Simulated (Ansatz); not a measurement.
Functionals compared on a constructed model of the (0001) surface of hcp Os, a pseudomorphic layer of Re in the host's stacking (bottom of the slab: a bare face, its two planes held), in Ansatz (plane waves, PAW). The structure was relaxed with PBE; the other rows are single points on it. Cutoff 420 eV (500 eV for r2SCAN).

Slab: 7 atoms, 13.5 Å thick at the start; k 16x16x1, smearing 0.1 eV, dipole-corrected; 2 atoms held, the rest relaxed; held to the start's symmetry, so lower structures may exist; no spin, no spin-orbit, no U. It is one candidate, not shown to be the stable structure of the face. These notes are the PBE run's.

| functional | work function of the top face (eV) | rough cost of the single point |
|---|---|---|
| PBE | 5.20 | – |
| RPBE | ? | about 30 core-seconds (a rough figure) |
| r2SCAN | 5.27 | roughly 70 core-seconds |

### Question
Fill in the missing entries.

### Answer

- RPBE, work function of the top face (eV): 5.06

Ansatz is an electronic-structure program.
